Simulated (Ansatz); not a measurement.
Base system: C in the diamond structure (space group Fd-3m, No. 227; a = 3.560 Å).

Now apply this change: every lattice vector is shortened by 0.50 %, atoms relaxed at fixed cell.

The values are results of Kohn–Sham DFT with the r2SCAN functional, run in Ansatz (a quantum-chemistry and plane-wave program) with PAW and 500 eV plane waves, no spin-orbit coupling, not measurements.

Base, band edges from the VBM (valence, conduction): X -6.68, 5.03; W -8.75, 11.30; L -2.98, 8.94; Γ 0.00, 5.90; K -5.69, 6.00; U -5.69, 6.00 eV.

Q: Give the band edges at the high-symmetry points of the new zone, measured from its valence-band maximum.

A: 
```json
[
 {"point": "Γ", "valence edge (eV)": "0.00", "conduction edge (eV)": "5.94"},
 {"point": "X", "valence edge (eV)": "-6.78", "conduction edge (eV)": "5.07"},
 {"point": "U", "valence edge (eV)": "-5.78", "conduction edge (eV)": "6.04"},
 {"point": "K", "valence edge (eV)": "-5.78", "conduction edge (eV)": "6.04"},
 {"point": "L", "valence edge (eV)": "-3.03", "conduction edge (eV)": "9.00"},
 {"point": "W", "valence edge (eV)": "-8.88", "conduction edge (eV)": "11.37"}
]
```

The gap is 4.40 eV, indirect, Γ → Γ–X (71 % along).

The cells carry an imposed strain or load. No phonon test of stability was made.
